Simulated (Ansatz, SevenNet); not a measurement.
## How well does each level of theory give the elastic constant C44 of rock-salt NbN (cubic form, which distorts at low temperature)?

Reference value: 117 GPa (measured, temperature not stated, not corrected to a static lattice; as tabulated in Wu et al. (2005), arXiv:cond-mat/0412374).

| level (code) | value (GPa) | cell (Å³/atom) |
|---|---|---|
| SevenNet-l3i5 | 14.6 | 11.04 |
| LDA (Ansatz) | 94.1 | 10.33 |
| PBE (Ansatz) | 83.9 | 10.80 |
| PBEsol (Ansatz) | 90.4 | 10.51 |
| PBE-D3(BJ) (Ansatz) | [?] | 10.54 |

### Question
Fill in the missing entries.

### Answer

- PBE-D3(BJ) (Ansatz, a first-principles code), value (GPa): 86.2

Differences against the reference: SevenNet-l3i5 -88 %, LDA -19.6 %, PBE -28 %, PBEsol -23 %, PBE-D3(BJ) -26 %.

Closest of the ranked levels: LDA (-19.6 %). Among them SevenNet-l3i5 (-88 %) misses by most. All 5 levels lie below the reference.

The measured value isn't corrected to a static lattice, so vibrations enter the comparison. A static lattice is as a rule stiffer than a warm one, by over a tenth in soft solids. The crystal itself was run without spin with LDA, PBE, PBEsol, PBE-D3(BJ); a magnetic state was not tried in these runs. LDA, PBE, PBEsol, PBE-D3(BJ): symmetry holds this phase in the static calculation, where it need not be a minimum. PBE-D3(BJ): the dispersion coefficients are held fixed in the derivatives. Each level is taken at its own relaxed cell. Ansatz's density-functional and Hartree–Fock values are scalar-relativistic unless marked +SOC, with PAW data made under PBE.

Machine-learned potentials (SevenNet-l3i5) are trained on DFT data: a solid inside that data is no test of them.

Differences are worked out from the printed values.
